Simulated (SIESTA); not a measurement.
Worked example: self-consistent single point of K3I2Br (P-3m1, 6 atoms in the cell) in SIESTA.

Method of the run: LDA PW92, numerical atomic orbitals TZP, PseudoDojo LDA standard norm-conserving potentials (rewritten from UPF to PSML) (SIESTA).

```yaml
crystal:
  lattice:
    - [4.89887, 0.00000, 0.00000]
    - [-2.44943, 4.24255, 0.00000]
    - [0.00000, 0.00000, 12.04285]
  atoms:
    - { symbol: K, position: [0.00000, 0.00000, 0.50000] }
    - { symbol: K, position: [0.33333, 0.66667, 0.15133] }
    - { symbol: K, position: [0.66667, 0.33333, 0.84867] }
    - { symbol: I, position: [0.33333, 0.66667, 0.67383] }
    - { symbol: I, position: [0.66667, 0.33333, 0.32617] }
    - { symbol: Br, position: [0.00000, 0.00000, 0.00000] }
```

Reference input (self-consistent single point, DFT, GGA PBEsol, numerical atomic orbitals TZP, PseudoDojo PBEsol standard norm-conserving potentials (rewritten from UPF to PSML)): XC.functional = GGA; XC.authors = PBEsol; potentials = PseudoDojo PBEsol standard; PAO.BasisSize = TZP; PAO.EnergyShift = 0.01 Ry; MeshCutoff = 350 Ry; kgrid.MonkhorstPack = 5 5 2; OccupationFunction = FD; ElectronicTemperature = 10 K; MaxSCFIterations = 150; SCF.Mixer.Method = Pulay; SCF.Mixer.Weight = 0.1. This run's input differs from it in these lines:

```diff
@@ -1,2 +1,2 @@
-# files in the folder: K.psml I.psml Br.psml (PseudoDojo PBEsol standard)
+# files in the folder: K.psml I.psml Br.psml (PseudoDojo LDA standard)
 SystemName  K3I2Br
@@ -27,4 +27,4 @@
 
-XC.functional                GGA
-XC.authors                   PBEsol
+XC.functional                LDA
+XC.authors                   PW92
 PAO.BasisSize                TZP
```

Output (repeated stretches shortened):

```
        iscf     Eharris(eV)        E_KS(eV)     FreeEng(eV)     dDmax    Ef(eV) dHmax(eV)
   scf:    1    -3593.894959    -3586.025568    -3586.025568  0.650217 -4.398089  2.520865
   scf:    2    -3586.177165    -3586.102424    -3586.102424  0.023708 -4.595923  2.163513
   scf:    3    -3586.433830    -3586.291823    -3586.291823  0.089513 -2.969285  0.378029
   scf:    4    -3586.299930    -3586.298160    -3586.298160  0.028228 -3.360132  0.215190
   scf:    5    -3586.301329    -3586.299871    -3586.299871  0.007274 -3.257741  0.055042
   [... 4 lines left out ...]
   scf:   10    -3586.300011    -3586.300011    -3586.300011  0.000023 -3.225040  0.000654
   scf:   11    -3586.300011    -3586.300011    -3586.300011  0.000020 -3.225241  0.000296
   scf:   12    -3586.300011    -3586.300011    -3586.300011  0.000016 -3.225434  0.000032
   scf:   13    -3586.300011    -3586.300011    -3586.300011  0.000002 -3.225416  0.000001
SCF Convergence by DM+H criterion
max |DM_out - DM_in|         :     0.0000015480
max |H_out - H_in|      (eV) :     0.0000006323
SCF cycle converged after 13 iterations

Using DM_out to compute the final energy and forces

siesta: E_KS(eV) =            -3586.3000

siesta: E_KS - E_eggbox =     -3586.3000

siesta: Atomic forces (eV/Ang):
     1   -0.000000    0.000000   -0.000000
     2    0.000007   -0.000004    0.064837
     3   -0.000007    0.000004   -0.064837
     4    0.000004   -0.000003    0.019179
     5   -0.000004    0.000003   -0.019179
     6   -0.000000   -0.000000   -0.000000
   Tot   -0.000000   -0.000000   -0.000000
   Max    0.064837
   Res    0.022538    sqrt( Sum f_i^2 / 3N )
   Max    0.064837    constrained

   [... lines left out ...]
siesta: FreeEng =     -3586.300011
   [... lines left out ...]
siesta:     0.010314   -0.000000   -0.000000
siesta:    -0.000000    0.010314    0.000000
siesta:    -0.000000    0.000000    0.010090

siesta: Cell volume =        250.294757 Ang**3

siesta: Pressure (static):
siesta:                Solid            Molecule  Units
siesta:          -0.00011152         -0.00010479  Ry/Bohr**3
siesta:          -0.01023918         -0.00962093  eV/Ang**3
siesta:         -16.40497270        -15.41442273  kBar
```

The run converged in 13 iterations. Against the reference run the pressure goes from -0.48 to -1.64 GPa, the largest force moves little (0.068 to 0.065 eV/Å) and the gap on the mesh goes from 3.613 to 3.345 eV.

The starting cell comes from a database of computed structures (which also holds hypothetical and non-ambient phases and stackings), without a prior relaxation at this level. Spin-orbit coupling is off. Values carry the incompleteness of an atom-centred basis. The basis of the alkali or alkaline-earth atoms may lack their empty d shell, which can raise the gap.
